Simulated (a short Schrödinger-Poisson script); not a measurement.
# MOS inversion layer, Al2O3 on p-type GaN

Stack: MOS inversion layer, Al2O3 on p-type GaN, at 300 K.

```tsv
layer	material	thickness (nm)	Na (cm⁻³)
1	Al2O3	1.6	-
2	GaN	920	4.6e17
```

Constants are typed, rounded textbook-type inputs, not results; the design itself was drawn at random and stands for no fabricated device. Al2O3: permittivity 9, conduction-band edge (eV) 2.75, gap (eV) 6.8, electron mass (mₑ) 0.3. GaN: permittivity 9.5, conduction-band edge (eV) 0, gap (eV) 3.43, Nv at 300 K (cm⁻³) 4.6e19.

Channel valleys (confinement mass, in-plane density-of-states mass, number): Γ 0.2, 0.2, 1. At the gate the conduction-band edge of layer 1 lies 3.08 eV − eVg above the Fermi level of the channel; the field vanishes at the back. Gaps are held at their typed values at every temperature. Mesh 0.03 nm at interfaces.

Solved with a short Schrödinger-Poisson script written for these runs: 1D Poisson equation in equilibrium, electrons quantum, Hartree plus LDA exchange-correlation (BenDaniel-Duke, 12 states a valley, the channel's in-plane mass for all, wave functions free to enter the dielectric), parabolic valleys, classical holes, full ionisation, no traps, pinning or gate leakage.

| Vg (V) | electrons (cm⁻²) | C (μF/cm²) | Γ E0 (meV) | Γ E1 (meV) |
|---|---|---|---|---|
| 0.3 | 1.52e6 | 0.0976 | 366.2 | 539.3 |
| 0.35 | 9.87e6 | 0.0969 | 317.9 | 492.1 |
| 0.4 | 6.46e7 | 0.0965 | 269.3 | 444.7 |
| 0.45 | 4.32e8 | 0.0980 | 220.2 | 396.9 |
| 0.5 | 2.96e9 | 0.113 | 170.4 | 348.7 |
| 0.55 | 2.08e10 | 0.220 | 120.0 | 300.4 |
| 0.6 | 1.29e11 | 0.747 | 72.2 | 255.9 |
| 0.65 | 4.77e11 | 1.57 | 36.2 | 224.5 |
| 0.7 | 1.04e12 | 2.05 | 12.4 | 205.9 |
| 0.75 | 1.72e12 | 2.29 | -5.0 | 193.5 |
| 0.8 | 2.45e12 | 2.42 | -19.3 | 184.1 |
| 0.85 | 3.22e12 | 2.51 | -31.9 | 176.3 |
| 0.9 | 4.01e12 | 2.57 | -43.5 | 169.2 |
| 0.95 | 4.81e12 | 2.61 | -54.6 | 162.6 |
| 1 | 5.63e12 | 2.65 | -65.4 | 156.2 |
| 1.05 | 6.46e12 | 2.68 | -75.9 | 149.9 |
| 1.1 | 7.30e12 | 2.70 | -86.4 | 143.7 |
| 1.15 | 8.14e12 | 2.73 | -96.7 | 137.4 |

Gate voltages with under 1e6 electrons/cm² are left out.

Subbands count from the Fermi level.

In real p-type GaN the Mg acceptor is only partly ionised, and so wide a gap doesn't supply an inversion layer without source and drain.
